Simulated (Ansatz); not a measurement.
Some atoms of an NVE trajectory of Li (bcc), cell Li54, with the crystal as the starting point [in the run: it stayed crystalline; mean temperature 413 K (target 420 K); density 0.53 g/cm³, volume +3 % from the start crystal's]; time step 1.5 fs, velocity Verlet. All values below come from r2SCAN (plane waves, PAW; Ansatz, a quantum-chemistry and plane-wave program). On the run's last frame a denser k-mesh moved the forces by 0.009 eV/Å rms, the static pressure by -0.02 GPa and the free energy by -11 meV/atom, which is about how far such values are converged.

| atom | mass (u) | x y z (Å) | v (Å/fs) | F (eV/Å) |
|---|---|---|---|---|
| Li1 | 6.940 | -0.07594 0.17406 0.72068 | -0.008655 -0.002512 0.005527 | 0.1213 0.0638 -0.3801 |
| Li9 | 6.940 | -0.35584 3.95749 4.10497 | 0.001012 -0.003719 0.014335 | -0.1157 -0.1824 -0.3930 |
| Li26 | 6.940 | 5.57337 5.62023 1.48994 | 0.004409 0.000917 0.002957 | 0.0774 -0.2526 0.3875 |
| Li34 | 6.940 | 5.26722 9.15484 5.40415 | 0.003312 -0.001964 -0.007858 | -0.0538 -0.0103 0.0035 |
| Li43 | 6.940 | 7.25807 3.80400 -0.09285 | -0.007236 0.008859 0.001443 | -0.2696 0.1926 0.1295 |
| Li48 | 6.940 | 8.63252 5.74248 8.20435 | -0.006136 -0.001311 0.006065 | -0.0527 -0.2954 0.4205 |

**Question.** Give their positions one step later.

**Answer.** x' = x + vΔt + FΔt²/(2m), with 1 eV/(Å·u) = 0.0096485 Å/fs².
| atom | x' y' z' (Å) |
|---|---|
| Li1 | -0.08874 0.17039 0.72837 |
| Li9 | -0.35450 3.95162 4.12585 |
| Li26 | 5.58011 5.62121 1.49498 |
| Li34 | 5.27211 9.15188 5.39237 |
| Li43 | 7.24680 3.81759 -0.09049 |
| Li48 | 8.62323 5.74006 8.21411 |
